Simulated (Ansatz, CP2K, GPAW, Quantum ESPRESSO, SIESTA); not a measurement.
**One structure in several programs: ZrTiNi₂ (Amm2, 4 atoms in the cell)**

Self-consistent single point.

```xyz
4
Lattice="4.1003 0.0000 0.0000 0.0000 1.5635 4.8671 0.0000 -1.5635 4.8671" Properties=species:S:1:pos:R:3 pbc="T T T"
Zr     2.0502     0.0000     1.4057
Ti     0.0000     0.0000     8.3911
Ni     0.0000     0.0000     5.6370
Ni     2.0502     0.0000     4.0345
```

Shared settings, as Ansatz (a quantum-chemistry and plane-wave program) writes them: kpoints.mp_grid.grid = 6 8 8; scf.occupations.method = gaussian; scf.occupations.width = 0.1 eV. Potentials and cutoffs stand in the table.

```json
[
 {"code": "CP2K", "model": "LDA (Pade form), GPW, DZVP-MOLOPT-SR-GTH basis, GTH-PADE potentials (GTH_POTENTIALS)", "pressure (GPa)": "-13.43", "largest force (eV/Å)": "0.347", "cutoff": "grid 600 Ry"},
 {"code": "Ansatz", "model": "LDA (PW92), PAW files made with PBE", "pressure (GPa)": "-12.42", "largest force (eV/Å)": "0.342", "cutoff": "default"},
 {"code": "Quantum ESPRESSO", "model": "LDA (PZ), GBRV 1.5 ultrasoft (LDA) pseudopotentials", "pressure (GPa)": "-12.37", "largest force (eV/Å)": "0.333", "cutoff": "50 Ry"},
 {"code": "SIESTA", "model": "LDA PW92, numerical atomic orbitals TZP, PseudoDojo LDA standard norm-conserving potentials (rewritten from UPF to PSML)", "pressure (GPa)": "-16.44", "largest force (eV/Å)": "0.367", "cutoff": "grid 400 Ry"},
 {"code": "GPAW", "model": "LDA (Perdew-Wang 92), GPAW PAW datasets LDA (gpaw-data 1.0.1)", "pressure (GPa)": "-12.30", "largest force (eV/Å)": "0.327", "cutoff": "850 eV"}
]
```

Size of the force on each atom (eV/Å): Sizes of forces hide their directions.

| code | Zr1 | Ti2 | Ni3 | Ni4 |
|---|---|---|---|---|
| CP2K | 0.264 | 0.347 | 0.186 | 0.102 |
| Ansatz | 0.269 | 0.342 | 0.145 | 0.072 |
| Quantum ESPRESSO | 0.264 | 0.333 | 0.139 | 0.070 |
| SIESTA | 0.097 | 0.367 | 0.297 | 0.037 |
| GPAW | 0.278 | 0.327 | 0.117 | 0.069 |

On Ansatz's run: spin polarisation is off.

The spread over the programs that give each value: pressure within 4.14 GPa; largest force within 0.040 eV/Å.

CP2K and SIESTA use small atom-centred bases, whose incompleteness enters pressures, forces and empty levels differently from a plane-wave cutoff. Ansatz's pressure is given at a fixed set of plane waves, as the other plane-wave codes print theirs; with its correction for the finite basis it is -12.38 GPa. The same LDA comes in different parametrisations, which differ slightly. In the pressure, CP2K (by 1.07) and SIESTA (by 4.07) lie more than 1 GPa from the median of the plane-wave programs. In the force vectors, SIESTA (by 0.172) lies more than 0.08 eV/Å from the median of the plane-wave programs.

The starting cell comes from a database of computed structures (which also holds hypothetical and non-ambient phases and stackings), without a prior relaxation at this level. Its lattice was rescaled by a random factor within 2.5 % of one.

Keys are those of Ansatz 0.2.
